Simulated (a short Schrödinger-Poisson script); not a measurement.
# MOS inversion layer, SiO2 on p-type Si(100)

Structure: MOS inversion layer, SiO2 on p-type Si(100), at 300 K.

| layer | material | thickness (nm) | Na (cm⁻³) |
|---|---|---|---|
| 1 | SiO2 | 0.8 | - |
| 2 | Si | 190 | 5e18 |

Constants are typed, rounded textbook-type inputs, not results; the design itself was drawn at random and stands for no fabricated device. SiO2: permittivity 3.9, conduction-band edge (eV) 3.15, gap (eV) 9, electron mass (mₑ) 0.5. Si: permittivity 11.7, conduction-band edge (eV) 0, gap (eV) 1.124, Nv at 300 K (cm⁻³) 3.1e19.

Channel valleys (confinement mass, in-plane density-of-states mass, number): Δ2 0.916, 0.19, 2; Δ4 0.19, 0.417, 4. At the gate the conduction-band edge of layer 1 lies 3.73 eV − eVg above the Fermi level of the channel; the field vanishes at the back. Gaps are held at their typed values at every temperature. Mesh 0.03 nm at interfaces.

From a short Schrödinger-Poisson script (our own, NumPy): 1D Poisson equation in equilibrium, electrons quantum, Hartree (BenDaniel-Duke, 12 states a valley, the channel's in-plane mass for all, wave functions free to enter the dielectric), parabolic valleys, classical holes, full ionisation, no traps, pinning or gate leakage.

| Vg (V) | electrons (cm⁻²) | C (μF/cm²) | Δ2 E0 (meV) | Δ2 E1 (meV) | Δ4 E0 (meV) | Δ4 E1 (meV) |
|---|---|---|---|---|---|---|
| 0.65 | 1.90e6 | 0.602 | 380.6 | 511.3 | 470.0 | 679.0 |
| 0.7 | 8.89e6 | 0.589 | 340.5 | 473.8 | 431.4 | 645.2 |
| 0.75 | 4.20e7 | 0.578 | 300.2 | 436.1 | 392.6 | 611.0 |
| 0.8 | 2.00e8 | 0.567 | 259.7 | 398.0 | 353.4 | 576.3 |
| 0.85 | 9.60e8 | 0.560 | 219.0 | 359.7 | 314.1 | 541.3 |
| 0.9 | 4.62e9 | 0.565 | 178.2 | 321.2 | 274.6 | 506.0 |
| 0.95 | 2.19e10 | 0.626 | 137.8 | 283.0 | 235.4 | 470.8 |
| 1 | 9.57e10 | 0.882 | 99.4 | 246.8 | 198.2 | 437.4 |
| 1.05 | 3.26e11 | 1.43 | 67.0 | 216.6 | 167.1 | 409.6 |
| 1.1 | 7.78e11 | 1.99 | 43.1 | 195.0 | 144.5 | 389.7 |
| 1.15 | 1.40e12 | 2.36 | 26.1 | 180.0 | 128.7 | 376.1 |
| 1.2 | 2.14e12 | 2.58 | 13.0 | 169.2 | 117.0 | 366.3 |
| 1.25 | 2.94e12 | 2.72 | 2.5 | 160.8 | 107.7 | 358.8 |
| 1.3 | 3.78e12 | 2.82 | -6.6 | 154.0 | 100.0 | 352.7 |
| 1.35 | 4.66e12 | 2.89 | -14.6 | 148.2 | 93.3 | 347.6 |
| 1.4 | 5.55e12 | 2.94 | -21.8 | 143.2 | 87.3 | 343.2 |
| 1.45 | 6.47e12 | 2.99 | -28.5 | 138.7 | 81.8 | 339.3 |
| 1.5 | 7.40e12 | 3.03 | -34.8 | 134.6 | 76.8 | 335.9 |
| 1.55 | 8.34e12 | 3.06 | -40.7 | 130.9 | 72.1 | 332.7 |
| 1.6 | 9.29e12 | 3.09 | -46.4 | 127.6 | 67.8 | 329.9 |
| 1.65 | 1.03e13 | 3.11 | -51.8 | 124.4 | 63.6 | 327.3 |

Subbands count from the Fermi level.
